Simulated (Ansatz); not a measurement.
Fluorite HfO₂ (high-temperature phase) was calculated with r²SCANh (plane waves, PAW; Ansatz, a quantum-chemistry and plane-wave program).

Settings: plane-wave cutoff 600 eV, 8×8×8 k mesh, finite displacements, scalar-relativistic PAW data made under PBE.

Computed at the level's own relaxed cell.

Harmonic phonon frequencies (cm⁻¹; i marks an imaginary mode; at Γ without the LO shift):

| q point | frequencies |
|---|---|
| Γ | 0 0 0 247 247 247 601 601 601 |
| X | 224i 104 104 264 308 308 584 584 719 |
| L | 94 94 198 418 418 524 531 531 611 |

Imaginary modes appear, so the structure is dynamically unstable at this level.

Note: symmetry holds this phase in the static calculation, where it need not be a minimum; the run finds an imaginary mode (224i cm⁻¹), so the cell is a saddle point at this level.
